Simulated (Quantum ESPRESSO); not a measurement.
A self-consistent single point of AlNi (Pm-3m, 2 atoms in the cell) with Quantum ESPRESSO.

Method: PBE, GBRV 1.5 ultrasoft (PBE) pseudopotentials (plane waves; Quantum ESPRESSO).

```xyz
2
Lattice="2.8651 0.0000 0.0000 0.0000 2.8651 0.0000 0.0000 0.0000 2.8651" Properties=species:S:1:pos:R:3 pbc="T T T"
Al     1.4326     1.4326     1.4326
Ni     0.0000     0.0000     0.0000
```

Reference input (self-consistent single point, DFT, PBE, plane waves, GBRV 1.5 ultrasoft (PBE) pseudopotentials): ecutwfc = 50 Ry; ecutrho = 400 Ry; occupations = smearing; smearing = gaussian; degauss = 0.0147 Ry; potentials = {Al: al_pbe_v1.uspp.F.UPF, Ni: ni_pbe_v1.4.uspp.F.UPF}; K_POINTS = automatic 8 8 8 0 0 0; conv_thr = 1e-10 Ry. This run's input differs from it in these lines:

```diff
@@ -17,3 +17,3 @@
  smearing = 'gaussian'
- degauss = 0.0147
+ degauss = 0.002205
 /
@@ -29,3 +29,3 @@
 K_POINTS automatic
-8 8 8  0 0 0
+9 9 9  0 0 0
```

Output (repeated stretches shortened):

```
     Self-consistent Calculation

     iteration #  1     ecut=    50.00 Ry     beta= 0.70

     total energy              =    -314.46962072 Ry
     estimated scf accuracy    <      54.13195058 Ry

     iteration #  2     ecut=    50.00 Ry     beta= 0.70

     total energy              =    -349.88742693 Ry
     estimated scf accuracy    <      76.12327909 Ry

     iteration #  3     ecut=    50.00 Ry     beta= 0.70

     total energy              =    -350.51309378 Ry
     estimated scf accuracy    <      13.97969669 Ry

   [... 19 blocks of this kind left out ...]

     iteration # 23     ecut=    50.00 Ry     beta= 0.70

     total energy              =    -350.08005156 Ry
     estimated scf accuracy    <          2.6E-10 Ry

     iteration # 24     ecut=    50.00 Ry     beta= 0.70
     End of self-consistent calculation

     the Fermi energy is    14.1157 ev

!    total energy              =    -350.08005156 Ry
     estimated scf accuracy    <          3.1E-12 Ry
     smearing contrib. (-TS)   =      -0.00000533 Ry
     internal energy E=F+TS    =    -350.08004624 Ry

     convergence has been achieved in  24 iterations

     Forces acting on atoms (cartesian axes, Ry/au):

     atom    1 type  1   force =     0.00000000    0.00000000    0.00000000
     atom    2 type  2   force =     0.00000000    0.00000000    0.00000000

     Total force =     0.000000     Total SCF correction =     0.000000

          total   stress  (Ry/bohr**3)                   (kbar)     P=       49.68
   0.00033769   0.00000000   0.00000000           49.68        0.00        0.00
   0.00000000   0.00033769   0.00000000            0.00       49.68        0.00
   0.00000000   0.00000000   0.00033769            0.00        0.00       49.68

   JOB DONE.
```

The run converged in 24 iterations. Against the reference run the free energy goes up by 4.9 meV/atom and the pressure goes from 5.27 to 4.97 GPa.

The starting cell comes from a database of computed structures (which also holds hypothetical and non-ambient phases and stackings), without a prior relaxation at this level. Its lattice was rescaled by a random factor within 2.5 % of one. Spin polarisation is off. With a pressure of about 5 GPa the cell is away from its equilibrium volume at this level.
